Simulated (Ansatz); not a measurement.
**MoSi2 (space group I4/mmm, No. 139)**

MoSi2 has the tetragonal space group I4/mmm (No. 139), Pearson symbol tI6. Conventional cell: a = b = 3.2169 Å, c = 7.8730 Å, α = β = γ = 90.00°. Si on 4e is surrounded by 5 Si at 2.596–2.640 Å and 5 Mo at 2.619–2.638 Å. Mo on 2a is coordinated by 10 Si at 2.619–2.638 Å and 4 Mo at 3.217 Å. (Neighbours: up to the widest gap in distance over summed covalent radii, below 1.35, at either atom; cation-cation and far metal-metal contacts left out.)
(The calculation used a cell of 3 atoms; values per cell refer to that cell.)

Computed with Kohn–Sham DFT with the PBE functional, run in Ansatz (a quantum-chemistry and plane-wave program) with PAW and 420 eV plane waves, spin-orbit coupling left out. Settings: 20×20×20 k-points, 0.05 eV Fermi–Dirac smearing.

```json
{
 "volume_per_atom": "13.58 Å³",
 "density": "6.20 g/cm³",
 "band_gap": "zero",
 "total_energy": "-2076.375 eV/atom (σ→0; compares only within this code and set-up)"
}
```

Stability against distortions was not tested. The final runs are not spin-polarised.
